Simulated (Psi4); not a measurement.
Psi4 1.11, TPSS/def2-svp: Ba(OH)(amdMe) (CC1[N](C)[Ba]([OH])<-[N]=1C), 18 atoms. The geometry is a generated start, not checked to be a minimum at this level.

| Quantity | Result |
|---|---|
| task | energy |
| method | tpss |
| basis | def2-svp |
| memory | 3 GB |
| maxiter | 100 |
| keys of the molecule block | symmetry c1 |
| scf_type | df (default) |
| guess | auto, which took SAD (default) |
| scf_initial_accelerator | adiis (default) |
| e_convergence | 1e-06 (default) |
| d_convergence | 1e-06 (default) |
| dft_radial_points | 75 (default) |
| dft_spherical_points | 302 (default) |
| effective core potentials | those of the basis set, past Kr |
| basis functions | 178 |
| grid points | 380474 |

```xyz
18

Ba     1.7862     1.8702     0.3062
O      3.2316     1.8197    -1.0823
H      3.8632     1.6852    -1.7888
C     -1.3602    -1.0801     0.1232
C     -0.2483    -0.0555     0.1691
N      0.8472    -0.2979     0.8416
C      1.0563    -1.5381     1.5414
N     -0.3879     1.0971    -0.4329
C     -1.5827     1.4372    -1.1595
H     -1.9119    -0.9993    -0.8082
H     -2.0418    -0.9021     0.9540
H     -0.9568    -2.0842     0.2076
H      1.9902    -1.4538     2.0967
H      0.2508    -1.7497     2.2544
H      1.1514    -2.3882     0.8546
H     -1.5027     2.4799    -1.4656
H     -1.7011     0.8314    -2.0667
H     -2.4836     1.3281    -0.5449
```

One run each on 2 threads. Values of diis_max_vecs tried: 3, 6, 10 (default), 20.

Task: Which value of diis_max_vecs needs the fewest SCF iterations, and what happens away from it?

Result: Fewest SCF iterations, within one of each other: 6 with 12, 10 (default) with 11, 20 with 11. The count rises to 29 at 3. All converge to one solution.

```csv
diis_max_vecs,SCF iterations,end
3,29,same solution
6,12,same solution
10 (default),11,same solution
20,11,same solution
```
